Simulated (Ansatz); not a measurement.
## A constructed model of the (111) surface of fcc Rh, (√3x√3)R30° surface alloy, Au on one Rh site of the top plane (bottom of the slab: a bare face, its two planes held)

Computed with PBE (plane waves to 420 eV, PAW; Ansatz, an electronic-structure program).

Slab: 18 atoms, 11.0 Å thick at the start with caps and adatoms (thin: gaps and levels are the slab's own); k 9x9x1, smearing 0.1 eV, dipole-corrected; 6 atoms held, the rest relaxed; symmetry of the start imposed; no spin, no spin-orbit, no U. It is one candidate, not shown to be the stable structure of the face.

```json
{
 "work_function_of_the_top_face": "5.25 eV",
 "energy_released_by_relaxation": "0.23 eV",
 "cost": "around 4 core-minutes (rough)"
}
```
